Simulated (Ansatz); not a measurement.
**Ge well of 8 atomic layers along [001] in random Si0.3Ge0.7, interfaces one step of a layer**

Prepared with LAMMPS with Tersoff's 1989 multicomponent potential (SiCGe.tersoff): minimisation. Geometry as solved with PBE, support functions at accuracy medium on the grid of 370 eV (Ansatz, an electronic-structure program).

```xyz
576
Lattice="17.02 0.00 0.00 0.00 17.02 0.00 0.00 0.00 45.69" Properties=species:S:1:pos:R:3 pbc="T T T"
Si     0.06    -0.01    -0.02
Ge     1.42     1.41     1.45
Ge     2.87     2.85     0.02
Si     4.29     4.24     1.42
Si     2.89     0.04     2.84
Si     4.27     1.38     4.24
Si     0.02     2.84     2.86
Si     1.42     4.21     4.21
Ge     0.04     0.01     5.67
Ge     1.43     1.46     7.14
Ge     2.85     2.83     5.62
Ge     4.25     4.27     7.10
Ge     2.89     0.04     8.56
Si     4.28     1.42     9.99
Si     0.02     2.85     8.57
Si     1.44     4.24     9.90
Ge    -0.01     0.08    11.39
Si     1.40     1.49    12.80
Ge     2.84     2.85    11.35
Si     4.24     4.24    12.78
Ge     2.83     0.08    14.19
Si     4.24     1.45    15.63
Si     0.03     2.83    14.20
Si     1.38     4.22    15.60
Ge    -0.02     0.01    17.06
Ge     1.42     1.42    18.50
Ge     2.81     2.84    17.02
Ge     4.25     4.25    18.49
Ge     2.83     0.01    19.97
Ge     4.25     1.42    21.42
Ge     0.00     2.85    19.95
Ge     1.42     4.25    21.42
Ge     0.00     0.00    22.87
Ge     1.41     1.41    24.33
Ge     2.84     2.83    22.88
Ge     4.26     4.25    24.34
Ge     2.83    -0.01    25.79
Ge     4.27     1.40    27.24
Ge    -0.02     2.83    25.78
Ge     1.41     4.25    27.22
Ge    -0.03    -0.02    28.70
Ge     1.45     1.38    30.13
Ge     2.84     2.83    28.67
Ge     4.27     4.26    30.10
Si     2.87     0.01    31.56
Si     4.25     1.39    32.93
Ge    -0.01     2.83    31.54
Ge     1.44     4.26    32.96
Ge     0.00    -0.05    34.41
Ge     1.44     1.40    35.82
Ge     2.87     2.80    34.35
Ge     4.32     4.25    35.77
Si     2.84    -0.01    37.21
Ge     4.30     1.39    38.58
Si     0.01     2.81    37.19
Ge     1.39     4.24    38.58
Si     0.02    -0.02    39.99
Ge     1.43     1.35    41.43
Ge     2.85     2.82    40.00
Ge     4.24     4.28    41.44
Si     2.82    -0.04    42.88
Ge     4.26     1.36    44.28
Ge     0.00     2.84    42.83
Ge     1.46     4.27    44.23
Ge     0.03     5.69    -0.01
Ge     1.46     7.13     1.40
Si     2.86     8.51    -0.01
Ge     4.25     9.94     1.37
Ge     2.85     5.62     2.82
Ge     4.27     7.07     4.25
Ge     0.01     8.56     2.83
Si     1.42     9.93     4.25
Ge     0.06     5.64     5.67
Si     1.44     7.05     7.10
Ge     2.80     8.49     5.67
Ge     4.28     9.94     7.05
Si     2.79     5.64     8.49
Ge     4.22     7.03     9.89
Ge     0.01     8.45     8.49
Ge     1.42     9.91     9.93
Ge     0.04     5.63    11.34
Ge     1.40     7.10    12.81
Ge     2.85     8.49    11.35
Ge     4.27     9.96    12.74
Ge     2.81     5.61    14.21
Ge     4.25     7.06    15.63
Si    -0.04     8.47    14.23
Ge     1.37     9.90    15.61
Ge     0.00     5.66    17.00
Ge     1.40     7.07    18.50
Ge     2.83     8.50    17.07
Ge     4.25     9.92    18.52
Ge     2.83     5.67    19.96
Ge     4.26     7.09    21.41
Ge    -0.01     8.50    19.95
Ge     1.41     9.92    21.41
Ge     0.00     5.68    22.87
Ge     1.42     7.09    24.33
Ge     2.83     8.51    22.87
Ge     4.26     9.93    24.31
Ge     2.84     5.67    25.78
Ge     4.28     7.09    27.22
Ge     0.00     8.52    25.78
Ge     1.43     9.94    27.22
Ge    -0.02     5.68    28.67
Ge     1.43     7.10    30.09
Ge     2.86     8.51    28.66
Ge     4.31     9.90    30.13
Ge     2.87     5.70    31.54
Ge     4.32     7.13    32.99
Ge     0.01     8.52    31.53
Ge     1.47     9.92    32.98
Ge     0.03     5.71    34.40
Si     1.47     7.14    35.77
Si     2.88     8.52    34.41
Si     4.23     9.95    35.76
Ge     2.85     5.71    37.18
Si     4.20     7.15    38.62
Ge     0.06     8.53    37.21
Si     1.44     9.95    38.64
Ge    -0.02     5.65    40.06
Ge     1.48     7.09    41.42
Si     2.82     8.54    39.98
Ge     4.20     9.94    41.44
Si     2.86     5.69    42.85
Ge     4.24     7.05    44.30
Ge     0.03     8.53    42.83
Ge     1.48     9.94    44.29
Ge     0.03    11.34     0.05
Si     1.45    12.77     1.43
Ge     2.83    14.17    -0.03
Ge     4.27    15.63     1.41
Ge     2.84    11.36     2.86
Si     4.28    12.73     4.27
Ge     0.06    14.19     2.80
Ge     1.50    15.63     4.23
Ge     0.02    11.34     5.64
Ge     1.44    12.78     7.08
Ge     2.91    14.17     5.66
Ge     4.31    15.63     7.10
Ge     2.86    11.35     8.51
Ge     4.30    12.80     9.94
Ge     0.00    14.20     8.52
Ge     1.42    15.64     9.96
Ge     0.01    11.34    11.40
Si     1.41    12.77    12.78
Ge     2.82    14.18    11.39
Ge     4.27    15.65    12.75
Ge     2.80    11.35    14.18
Ge     4.25    12.76    15.63
Ge    -0.02    14.14    14.20
Ge     1.41    15.61    15.62
Ge    -0.04    11.37    17.04
Ge     1.40    12.77    18.50
Ge     2.84    14.19    17.08
Ge     4.25    15.62    18.52
Ge     2.82    11.35    19.96
Ge     4.25    12.77    21.41
Ge    -0.01    14.18    19.96
Ge     1.41    15.60    21.42
Ge    -0.01    11.34    22.87
Ge     1.41    12.77    24.32
Ge     2.84    14.19    22.87
Ge     4.26    15.60    24.34
Ge     2.84    11.35    25.77
Ge     4.25    12.76    27.24
Ge     0.00    14.19    25.78
Ge     1.41    15.60    27.25
Ge     0.02    11.36    28.68
Si     1.43    12.75    30.10
Ge     2.83    14.17    28.71
Ge     4.26    15.60    30.18
Ge     2.87    11.38    31.53
Si     4.29    12.78    32.93
Ge     0.00    14.19    31.46
Ge     1.44    15.60    32.92
Ge     0.04    11.38    34.39
Si     1.41    12.79    35.81
Ge     2.84    14.13    34.35
Ge     4.22    15.61    35.79
Ge     2.84    11.36    37.20
Si     4.28    12.76    38.58
Si    -0.01    14.16    37.16
Ge     1.40    15.60    38.56
Si     0.03    11.36    39.97
Ge     1.44    12.72    41.44
Ge     2.86    14.15    39.97
Ge     4.25    15.62    41.43
Si     2.87    11.36    42.89
Si     4.26    12.74    44.26
Ge     0.03    14.21    42.86
Si     1.43    15.63    44.27
Si     5.71     0.02     0.02
Si     7.07     1.42     1.39
Ge     8.52     2.82     0.01
Si     9.93     4.28     1.38
Ge     8.46     0.02     2.81
Ge     9.89     1.45     4.27
Ge     5.69     2.82     2.84
Si     7.12     4.21     4.27
Si     5.65     0.03     5.65
Ge     7.09     1.41     7.06
Si     8.48     2.84     5.67
Ge     9.91     4.21     7.10
Si     8.52     0.00     8.44
Ge     9.92     1.42     9.86
Ge     5.67     2.82     8.56
Si     7.07     4.26     9.93
Si     5.67     0.02    11.32
Ge     7.06     1.42    12.75
Ge     8.49     2.86    11.31
Ge     9.94     4.25    12.79
Ge     8.53     0.04    14.21
Si     9.94     1.43    15.63
Ge     5.64     2.86    14.22
Si     7.10     4.24    15.63
Ge     5.63     0.04    17.04
Ge     7.08     1.42    18.50
Ge     8.51     2.83    17.02
Ge     9.93     4.26    18.48
Ge     8.51     0.00    19.95
Ge     9.93     1.42    21.41
Ge     5.67     2.84    19.96
Ge     7.09     4.25    21.42
Ge     5.67     0.00    22.88
Ge     7.09     1.42    24.34
Ge     8.51     2.83    22.88
Ge     9.94     4.25    24.33
Ge     8.50     0.00    25.80
Ge     9.90     1.45    27.26
Ge     5.69     2.84    25.80
Ge     7.13     4.24    27.27
Ge     5.70    -0.02    28.69
Ge     7.14     1.44    30.10
Si     8.53     2.87    28.70
Si     9.86     4.25    30.11
Ge     8.54     0.00    31.57
Si     9.93     1.41    33.01
Ge     5.67     2.81    31.55
Ge     7.13     4.26    32.95
Ge     5.66     0.01    34.35
Ge     7.13     1.43    35.77
Si     8.53     2.82    34.34
Ge     9.89     4.23    35.77
Si     8.52    -0.04    37.15
Ge     9.94     1.33    38.59
Si     5.70     2.82    37.17
Ge     7.08     4.26    38.56
Si     5.68    -0.01    40.01
Ge     7.09     1.37    41.43
Ge     8.51     2.81    40.00
Ge     9.94     4.22    41.48
Si     8.53     0.03    42.87
Si     9.89     1.43    44.23
Ge     5.67     2.83    42.85
Ge     7.06     4.28    44.31
Si     5.63     5.64     0.04
Ge     7.07     7.05     1.39
Ge     8.53     8.50    -0.02
Ge     9.92     9.94     1.47
Ge     8.50     5.61     2.83
Ge     9.88     7.13     4.25
Ge     5.69     8.53     2.83
Ge     7.12     9.96     4.30
Ge     5.74     5.66     5.67
Si     7.13     7.09     7.07
Si     8.48     8.50     5.70
Ge     9.91     9.88     7.10
Ge     8.47     5.67     8.52
Ge     9.95     7.10     9.92
Ge     5.70     8.47     8.47
Ge     7.07     9.93     9.96
Ge     5.66     5.61    11.36
Ge     7.09     7.07    12.79
Ge     8.54     8.52    11.39
Si     9.94     9.92    12.79
Ge     8.52     5.67    14.26
Si     9.95     7.09    15.62
Ge     5.66     8.51    14.20
Ge     7.12     9.91    15.64
Ge     5.71     5.64    17.05
Ge     7.11     7.08    18.51
Ge     8.55     8.47    17.06
Ge     9.95     9.92    18.51
Ge     8.52     5.66    19.97
Ge     9.94     7.09    21.42
Ge     5.68     8.50    19.96
Ge     7.10     9.92    21.41
Ge     5.68     5.67    22.87
Ge     7.10     7.08    24.33
Ge     8.52     8.51    22.88
Ge     9.94     9.93    24.34
Ge     8.52     5.67    25.79
Ge     9.92     7.08    27.26
Ge     5.68     8.51    25.77
Ge     7.10     9.92    27.23
Ge     5.72     5.71    28.70
Si     7.10     7.10    30.16
Ge     8.49     8.49    28.72
Ge     9.94     9.98    30.10
Si     8.49     5.66    31.46
Ge     9.88     7.07    32.88
Si     5.74     8.51    31.54
Si     7.07     9.93    32.92
Si     5.70     5.66    34.36
Ge     7.07     7.06    35.78
Ge     8.46     8.52    34.31
Ge     9.91     9.94    35.74
Si     8.49     5.66    37.17
Ge     9.86     7.08    38.59
Ge     5.62     8.53    37.19
Ge     7.09     9.94    38.62
Ge     5.64     5.72    39.98
Ge     7.11     7.13    41.41
Si     8.51     8.53    40.00
Ge     9.94     9.91    41.42
Ge     8.52     5.71    42.89
Si     9.97     7.10    44.27
Ge     5.66     8.51    42.86
Ge     7.06     9.96    44.28
Si     5.64    11.37    -0.03
Ge     7.08    12.71     1.42
Ge     8.52    14.15    -0.02
Ge     9.92    15.59     1.42
Si     8.51    11.36     2.87
Si     9.89    12.77     4.23
Ge     5.65    14.15     2.86
Ge     7.05    15.63     4.27
Si     5.66    11.38     5.66
Ge     7.06    12.78     7.09
Ge     8.53    14.20     5.67
Si     9.91    15.62     7.10
Ge     8.51    11.36     8.54
Si     9.92    12.77     9.94
Si     5.69    14.22     8.51
Ge     7.09    15.65     9.89
Si     5.67    11.35    11.34
Ge     7.08    12.74    12.74
Ge     8.51    14.18    11.32
Ge     9.93    15.60    12.78
Ge     8.54    11.33    14.18
Ge     9.95    12.77    15.64
Ge     5.68    14.20    14.19
Ge     7.10    15.62    15.64
Ge     5.68    11.34    17.07
Ge     7.09    12.77    18.53
Ge     8.51    14.18    17.08
Ge     9.94    15.61    18.51
Ge     8.52    11.34    19.96
Ge     9.93    12.77    21.42
Ge     5.67    14.20    19.97
Ge     7.10    15.61    21.42
Ge     5.68    11.35    22.86
Ge     7.09    12.76    24.33
Ge     8.51    14.19    22.88
Ge     9.93    15.61    24.34
Ge     8.52    11.35    25.80
Ge     9.92    12.77    27.28
Ge     5.68    14.18    25.79
Ge     7.13    15.56    27.26
Ge     5.69    11.35    28.67
Ge     7.08    12.82    30.12
Si     8.52    14.18    28.70
Ge     9.93    15.56    30.12
Ge     8.50    11.38    31.58
Si     9.91    12.82    32.97
Si     5.66    14.17    31.57
Ge     7.10    15.55    32.97
Ge     5.67    11.35    34.34
Si     7.11    12.78    35.73
Si     8.54    14.17    34.40
Si     9.91    15.60    35.78
Ge     8.49    11.39    37.16
Ge     9.96    12.79    38.60
Ge     5.68    14.15    37.16
Ge     7.09    15.62    38.59
Ge     5.67    11.39    40.04
Si     7.09    12.79    41.45
Ge     8.49    14.19    40.05
Ge     9.93    15.65    41.45
Ge     8.50    11.38    42.84
Si     9.92    12.76    44.26
Ge     5.67    14.17    42.86
Ge     7.11    15.65    44.28
Ge    11.30     0.02    -0.05
Ge    12.74     1.42     1.42
Ge    14.19     2.83     0.01
Ge    15.64     4.24     1.44
Ge    14.17    -0.02     2.85
Ge    15.62     1.44     4.25
Ge    11.32     2.88     2.82
Ge    12.76     4.27     4.28
Ge    11.35     0.00     5.71
Si    12.74     1.44     7.13
Ge    14.17     2.81     5.72
Ge    15.64     4.23     7.14
Ge    14.20     0.07     8.52
Si    15.64     1.47     9.92
Si    11.37     2.83     8.50
Si    12.74     4.20     9.92
Ge    11.33     0.02    11.35
Ge    12.79     1.39    12.80
Ge    14.19     2.83    11.32
Ge    15.63     4.23    12.80
Si    14.17    -0.01    14.24
Ge    15.60     1.43    15.58
Ge    11.37     2.84    14.25
Si    12.77     4.28    15.63
Ge    11.35     0.01    17.02
Ge    12.76     1.43    18.49
Ge    14.17     2.87    17.03
Ge    15.61     4.27    18.49
Ge    14.18     0.00    19.95
Ge    15.60     1.42    21.41
Ge    11.34     2.84    19.95
Ge    12.76     4.26    21.40
Ge    11.34     0.00    22.87
Ge    12.76     1.42    24.32
Ge    14.18     2.84    22.86
Ge    15.59     4.26    24.33
Ge    14.18     0.01    25.78
Ge    15.57     1.44    27.26
Ge    11.34     2.83    25.79
Ge    12.77     4.23    27.25
Ge    11.33    -0.01    28.66
Ge    12.76     1.44    30.07
Si    14.16     2.84    28.67
Ge    15.55     4.24    30.09
Ge    14.17    -0.03    31.50
Ge    15.60     1.37    32.96
Ge    11.27     2.83    31.53
Ge    12.76     4.27    32.91
Si    11.29     0.00    34.39
Si    12.73     1.36    35.74
Ge    14.14     2.80    34.36
Ge    15.63     4.21    35.80
Ge    14.16    -0.03    37.17
Ge    15.63     1.40    38.60
Ge    11.36     2.78    37.16
Ge    12.76     4.24    38.60
Si    11.37    -0.04    40.00
Ge    12.72     1.41    41.44
Ge    14.20     2.84    40.05
Si    15.60     4.24    41.45
Ge    14.19    -0.01    42.84
Ge    15.64     1.39    44.29
Si    11.30     2.79    42.88
Ge    12.70     4.23    44.28
Si    11.29     5.67    -0.02
Ge    12.70     7.08     1.41
Ge    14.18     8.53     0.02
Si    15.60     9.93     1.41
Ge    14.18     5.67     2.83
Ge    15.63     7.09     4.26
Si    11.31     8.50     2.83
Ge    12.73     9.90     4.20
Ge    11.30     5.69     5.69
Ge    12.73     7.10     7.13
Ge    14.16     8.50     5.67
Ge    15.61     9.92     7.08
Ge    14.15     5.63     8.55
Ge    15.59     7.07     9.96
Si    11.33     8.51     8.52
Ge    12.72     9.90     9.93
Ge    11.40     5.66    11.35
Si    12.77     7.07    12.79
Ge    14.16     8.49    11.41
Ge    15.59     9.92    12.86
Ge    14.18     5.69    14.23
Si    15.61     7.10    15.61
Ge    11.36     8.50    14.19
Si    12.80     9.92    15.60
Ge    11.35     5.68    17.02
Ge    12.77     7.10    18.48
Ge    14.20     8.51    17.01
Ge    15.59     9.93    18.50
Ge    14.19     5.68    19.95
Ge    15.60     7.10    21.42
Ge    11.36     8.50    19.96
Ge    12.77     9.93    21.42
Ge    11.35     5.68    22.87
Ge    12.76     7.10    24.34
Ge    14.18     8.51    22.88
Ge    15.60     9.93    24.34
Ge    14.17     5.68    25.79
Ge    15.57     7.13    27.24
Ge    11.35     8.52    25.82
Ge    12.75     9.94    27.29
Ge    11.33     5.63    28.72
Ge    12.81     7.09    30.11
Si    14.17     8.51    28.67
Ge    15.58     9.92    30.08
Si    14.19     5.66    31.51
Ge    15.58     7.07    32.93
Ge    11.37     8.54    31.53
Si    12.75     9.96    32.95
Ge    11.31     5.68    34.34
Ge    12.75     7.10    35.76
Ge    14.16     8.54    34.33
Ge    15.61     9.94    35.78
Ge    14.19     5.68    37.19
Ge    15.59     7.12    38.63
Ge    11.33     8.52    37.20
Ge    12.77     9.94    38.65
Ge    11.33     5.68    40.03
Ge    12.76     7.14    41.43
Si    14.18     8.53    40.02
Ge    15.63     9.94    41.36
Ge    14.17     5.65    42.84
Ge    15.60     7.10    44.26
Si    11.33     8.49    42.87
Ge    12.73     9.93    44.25
Ge    11.32    11.40     0.00
Si    12.75    12.78     1.42
Ge    14.17    14.17     0.03
Ge    15.64    15.62     1.39
Ge    14.17    11.34     2.77
Ge    15.60    12.77     4.22
Ge    11.36    14.17     2.87
Si    12.75    15.61     4.27
Ge    11.28    11.34     5.62
Ge    12.72    12.76     7.07
Ge    14.15    14.21     5.65
Ge    15.59    15.63     7.08
Ge    14.16    11.34     8.52
Ge    15.60    12.76     9.95
Ge    11.29    14.20     8.51
Ge    12.77    15.62     9.93
Ge    11.30    11.35    11.37
Ge    12.79    12.73    12.82
Ge    14.18    14.19    11.38
Ge    15.58    15.64    12.82
Si    14.18    11.33    14.27
Si    15.56    12.75    15.61
Ge    11.40    14.22    14.24
Si    12.80    15.65    15.62
Ge    11.39    11.30    17.04
Ge    12.78    12.77    18.49
Ge    14.18    14.20    17.01
Ge    15.59    15.60    18.50
Ge    14.18    11.35    19.96
Ge    15.60    12.77    21.42
Ge    11.35    14.18    19.95
Ge    12.77    15.60    21.41
Ge    11.35    11.34    22.88
Ge    12.76    12.76    24.34
Ge    14.18    14.18    22.89
Ge    15.60    15.61    24.33
Ge    14.18    11.34    25.81
Ge    15.60    12.78    27.24
Ge    11.33    14.18    25.79
Ge    12.76    15.61    27.21
Si    11.34    11.37    28.68
Ge    12.70    12.78    30.12
Ge    14.17    14.20    28.69
Si    15.58    15.59    30.09
Ge    14.15    11.33    31.53
Ge    15.60    12.78    32.93
Si    11.29    14.16    31.56
Ge    12.68    15.61    32.95
Ge    11.35    11.39    34.33
Ge    12.74    12.82    35.82
Ge    14.18    14.22    34.38
Si    15.61    15.56    35.81
Ge    14.21    11.38    37.23
Si    15.69    12.77    38.58
Si    11.32    14.26    37.20
Si    12.73    15.60    38.58
Si    11.34    11.34    40.02
Ge    12.75    12.75    41.39
Ge    14.19    14.17    39.93
Ge    15.62    15.61    41.38
Ge    14.19    11.34    42.82
Ge    15.61    12.76    44.28
Ge    11.32    14.16    42.86
Ge    12.76    15.59    44.27
```
